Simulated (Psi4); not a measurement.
Psi4 1.11, TPSS/def2-svp: B(F)(OH)(SiMe3) (C[Si](C)(C)B(O)F), 17 atoms. The geometry is a generated start, not checked to be a minimum at this level.

```json
{
 "task": "energy",
 "method": "tpss",
 "basis": "def2-svp",
 "memory": "3 GB",
 "maxiter": "100",
 "keys_of_the_molecule_block": "symmetry c1",
 "scf_type": "df (default)",
 "guess": "auto, which took SAD (default)",
 "scf_initial_accelerator": "adiis (default)",
 "e_convergence": "1e-06 (default)",
 "d_convergence": "1e-06 (default)",
 "dft_radial_points": "75 (default)",
 "dft_spherical_points": "302 (default)",
 "basis_functions": "152",
 "grid_points": "361480"
}
```

```xyz
17

B      0.9156    -0.4500     1.6375
F      0.4998    -1.4147     2.4874
O      1.9981     0.2260     2.0123
H      2.4008    -0.0206     2.8501
Si    -0.0580    -0.0406    -0.0491
C      1.0831     0.7240    -1.3827
C     -1.4779     1.2150     0.2646
C     -0.8749    -1.5847    -0.8354
H      0.5193     1.0202    -2.2617
H      1.5946     1.6039    -1.0073
H      1.8434     0.0190    -1.7060
H     -1.1018     2.1478     0.6751
H     -2.2069     0.8193     0.9656
H     -2.0015     1.4490    -0.6564
H     -1.5629    -2.0630    -0.1443
H     -0.1354    -2.3279    -1.1223
H     -1.4354    -1.3226    -1.7272
```

One run each on 2 threads. Values of diis_max_vecs tried: 3, 6, 10 (default), 20.

**Question.** Predict the course of the SCF iterations along this series.

**Answer.** Fewest SCF iterations, within one of each other: 6 with 10, 10 (default) with 10, 20 with 10. The count rises to 19 at 3. All converge to one solution.

| diis_max_vecs | SCF iterations | end |
|---|---|---|
| 3 | 19 | same solution |
| 6 | 10 | same solution |
| 10 (default) | 10 | same solution |
| 20 | 10 | same solution |
